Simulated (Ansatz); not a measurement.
**TiAl3: biaxial strain +0.44 %, plane normal [001], relaxed out of plane**

Base system: TiAl3 (space group I4/mmm, No. 139; a = 3.848 Å, c = 8.613 Å; relaxed with 0.1 eV smearing). Axes: x, y, z lie along a, b, c of the conventional cell.

The change: biaxial strain +0.44 %, plane normal [001], relaxed out of plane (Cartesian); in-plane vectors clamped, the third vector and the atoms free.

Calculations: Kohn–Sham DFT with the PBE functional, run in Ansatz (a program for electronic structure) with PAW and 420 eV plane waves, scalar-relativistic without spin-orbit coupling. Γ-centred 21×21×21 mesh, Fermi–Dirac width 0.1 eV.

```json
[
 {"quantity": "volume per atom", "base": "15.94 Å³", "changed": "16.05 Å³", "shift": "+0.11 Å³"},
 {"quantity": "space group", "base": "I4/mmm (No. 139)", "changed": "I4/mmm (No. 139)", "shift": "–"},
 {"quantity": "energy relative to the base (free energy F)", "base": "0 meV/atom", "changed": "+0.5 meV/atom", "shift": "+0.5 meV/atom"},
 {"quantity": "pressure (mean of the normal stresses, compression positive)", "base": "0.0 GPa", "changed": "-0.7 GPa", "shift": "-0.7 GPa"},
 {"quantity": "band gap", "base": "zero", "changed": "zero", "shift": "–"},
 {"quantity": "out-of-plane strain", "base": "–", "changed": "-0.19 %", "shift": "–"}
]
```

Final structure (turned so that z lies along the plane normal):

```xyz
4
Lattice="3.8652 0.0000 0.0000 0.0000 3.8652 0.0000 1.9326 -1.9326 4.2984" Properties=species:S:1:pos:R:3 pbc="T T T"
Al     1.9326     1.9326     0.0000
Al     1.9326     0.0000     2.1492
Al     3.8652     1.9326     2.1492
Ti     0.0000     0.0000     0.0000
```

Cost of the whole job for the changed cell (relaxation, final SCF and bands): very roughly 4 core-minutes.

Stability against distortions was not tested. The final runs are not spin-polarised.
